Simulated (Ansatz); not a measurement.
Start from HfO2 (space group Pca2_1, No. 29; a = 5.228 Å, b = 5.017 Å, c = 5.042 Å). Axes: x, y, z lie along a, b, c of the conventional cell.

Level of theory: PBEsol/PAW in Ansatz (an electronic-structure program), without spin-orbit coupling.

Before the change:

- Pressure = 0.00 GPa

Perturbation: uniaxial strain ε_yy = +1.77 %, all other strain components held at zero, atoms relaxed at fixed cell.

Problem. What does the calculation give for the largest internal atomic displacement after the change?

Solution. The largest internal atomic displacement amounts to 0.026 Å.

Problem. Estimate the effect on the pressure.

Solution. The pressure (mean of the normal stresses, compression positive) goes from zero to -3.93 GPa.

Stability against distortions was not tested. This is not the structure that HfO2 has at room temperature and ambient pressure.
